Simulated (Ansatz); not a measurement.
Cells marked so need not be the phases stable at ambient conditions, and some may be hypothetical.

By PBEsol, each system below comes out a metal.

Ballistic conductance counts the channels of both spins, as a mean over 0.1 eV about the Fermi level; spin-orbit coupling is left out.

A. Na (P6_3/mmc, hcp (Mg type), not sure to be the ambient phase, 2 atoms a cell, 36.9 Å³ an atom), current normal to (100)
B. VIr3 (Pm-3m, Cu3Au type, not sure to be the ambient phase, 4 atoms a cell, 13.9 Å³ an atom, -6 GPa at this level), current normal to (110)
C. Ta (Im-3m, bcc (W type), 1 atom a cell, 18.1 Å³ an atom, -5 GPa at this level), current normal to (110)

Problem. Rank these by ballistic conductance per area (lowest first), as PBEsol (Ansatz, a program for electronic structure) gives it.

Solution. A (0.53 × 10¹⁵ S/m²), B (0.71 × 10¹⁵ S/m²), C (1.8 × 10¹⁵ S/m²)
